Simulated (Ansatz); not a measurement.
The parent structure is KTaO$_{3}$ in the cubic perovskite structure (space group Pm-3m, No. 221; a = 3.9901 Å).

All numbers come from Ansatz (a quantum-chemistry and plane-wave program), r2SCAN, PAW, cutoff 500 eV, scalar-relativistic without spin-orbit coupling.

Carriers are added at fixed cell with a uniform background; the Fermi–Dirac width is that of 300 K.

One change was made to it. Results:

The Fermi level relative to the doped band's edge (positive inside the band; to 0.05 eV) comes out as +0.15 eV; the gap between the host's bands grows by 0.18 eV (2.63 eV → 2.81 eV); the gap character remains indirect, R → Γ.

Q: What was done to the base?
(A) electrons 1.0×10^22 cm⁻³
(B) holes 2.0×10^21 cm⁻³
(C) holes 7.0×10^21 cm⁻³
(D) holes 5.0×10^21 cm⁻³
(E) electrons 2.0×10^21 cm⁻³

A: D, holes 5.0×10^21 cm⁻³. For comparison, the gap between the host's bands in the other runs: electrons 2.0×10^21 cm⁻³ gives 2.74 eV; holes 7.0×10^21 cm⁻³ gives 2.88 eV; electrons 1.0×10^22 cm⁻³ gives 3.15 eV; holes 2.0×10^21 cm⁻³ gives 2.70 eV.

Charged cell with a jellium background: band edges are those of the host's band count, energies are not comparable with the neutral cell, and many-body gap narrowing is missing. Spin-orbit coupling, missing from the scalar runs, can matter with Ta. No phonon test of stability was made.
